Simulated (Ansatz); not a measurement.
## Pt, response to strain

Start from Pt in the fcc (Cu type) structure (space group Fm-3m, No. 225; a = 3.942 Å; relaxed with 0.1 eV smearing). Axes: x, y, z lie along the cube axes.

Strains are applied to the cell and any free atomic positions relax.

Level of theory: r2SCAN (Ansatz, a first-principles code), scalar-relativistic without spin-orbit coupling.

Notes on the quantities. energy relative to the base: free energy F; pressure: mean of the normal stresses, compression positive.

| change | energy relative to the base | pressure | shortest interatomic distance |
|---|---|---|---|
| base | 0 meV/atom | 0.0 GPa | 2.787 Å |
| tensor shear ε_xy = +1.14 % | +1.8 meV/atom | 0.1 GPa | 2.755 Å |
| tensor shear ε_xy = +1.43 % | +2.8 meV/atom | 0.2 GPa | 2.747 Å |
| tensor shear ε_xy = +0.86 % | +1.0 meV/atom | 0.1 GPa | 2.763 Å |
| tensor shear ε_xy = +1.71 % | +4.1 meV/atom | 0.3 GPa | 2.740 Å |
| tensor shear ε_xy = +0.29 % | +0.1 meV/atom | 0.0 GPa | 2.779 Å |
| tensor shear ε_xy = +2.00 % | +5.6 meV/atom | 0.5 GPa | 2.732 Å |
| tensor shear ε_xy = +0.57 % | +0.4 meV/atom | 0.0 GPa | 2.771 Å |

Stability against distortions was not tested. The final runs are not spin-polarised.
